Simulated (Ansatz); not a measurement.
**Bi2Te2Se, pressure series**

The reference is Bi2Te2Se (space group R-3m, No. 166; a = 4.304 Å, c = 30.843 Å (hexagonal axes); a cell from a computed database, its experimental status unchecked).

Cell and atoms are relaxed at each pressure.

All numbers come from r2SCAN+rVV10 (Ansatz, an electronic-structure program, PAW, without spin-orbit coupling).

Two rows of this table had their results exchanged by mistake.

```
pressure          volume per atom (Å³)  shortest distance (Å)  band gap
----------------  --------------------  ---------------------  --------
pressure −1 GPa                  34.66                  3.053   0.75 eV
pressure 0.3 GPa                 32.65                  3.039   0.47 eV
pressure 0.7 GPa                 32.26                  3.035   0.43 eV
pressure 1.5 GPa                 27.67                  2.960   0.09 eV
pressure 3 GPa                   30.61                  3.014   0.27 eV
pressure 5 GPa                   29.56                  2.997   0.19 eV
pressure 7.5 GPa                 28.53                  2.978   0.13 eV
pressure 10 GPa                  31.60                  3.027   0.36 eV
```

### Question
Which two?

### Answer
The rows for pressure 1.5 GPa and pressure 10 GPa: the volume has to fall steadily with pressure, so 31.60 Å³ belongs to pressure 1.5 GPa and 27.67 Å³ to pressure 10 GPa.

With Bi and Te present, leaving out spin-orbit coupling can change the band edges. Load acts through the strain it causes; cell and atoms are relaxed under it. Whether these cells are dynamically stable was not tested. Competing high-pressure phases were not computed. The zero or small gap of Bi2Te2Se under pressure 3 GPa, Bi2Te2Se under pressure 5 GPa, Bi2Te2Se under pressure 7.5 GPa and Bi2Te2Se under pressure 10 GPa can change with the level of theory.
